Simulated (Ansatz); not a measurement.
Base system: Rh in the fcc (Cu type) structure (space group Fm-3m, No. 225; a = 3.8320 Å; relaxed with 0.1 eV smearing).

The values are results of Kohn–Sham DFT with the PBE functional, run in Ansatz (an electronic-structure program) with PAW and 420 eV plane waves, without spin-orbit coupling, not measurements.

Strains are applied to the cell and any free atomic positions relax.

One change was made to it. Results:

The energy goes up by 80 meV/atom; the pressure goes from zero to -17.9 GPa.

**Question.** What was done to the base?
A. isotropic strain +3.00 %
B. isotropic strain +1.00 %
C. isotropic strain +1.50 %

**Answer.** A, isotropic strain +3.00 %. For comparison, the energy relative to the base in the other runs: isotropic strain +1.00 % gives +9.6 meV/atom; isotropic strain +1.50 % gives +21 meV/atom.

Whether these cells are dynamically stable was not tested. All final runs are without spin polarisation. Rh lies near a magnetic instability that expansion can trigger; it was not tested.
